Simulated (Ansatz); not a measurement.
Consider Eu in the bcc (W type) structure (space group Im-3m, No. 229; a = 4.233 Å; ferromagnetic).

The values are results of Ansatz (a quantum-chemistry and plane-wave program), PBEsol, PAW, cutoff 420 eV, spin-orbit coupling left out, earlier PAW set, not measurements.

For the base:

The volume per atom comes out as 37.92 Å³. The magnetic state comes out as ferromagnetic.

It is then changed as follows: hydrostatic tension (pressure −1 GPa).

Problem. What happens to the volume per atom?

Solution. The volume per atom increases by 2.70 Å³, from 37.92 Å³ to 40.62 Å³.

Problem. How does this affect the magnetic state?

Solution. The magnetic state remains ferromagnetic.

The magnetic state is the one reached from the starting moments; the real material's order can differ, and small cells can't hold many antiferromagnetic ones. The state of the 4f shell was not checked for lower solutions. Load acts through the strain it causes; cell and atoms are relaxed under it. No phonon test of stability was made.
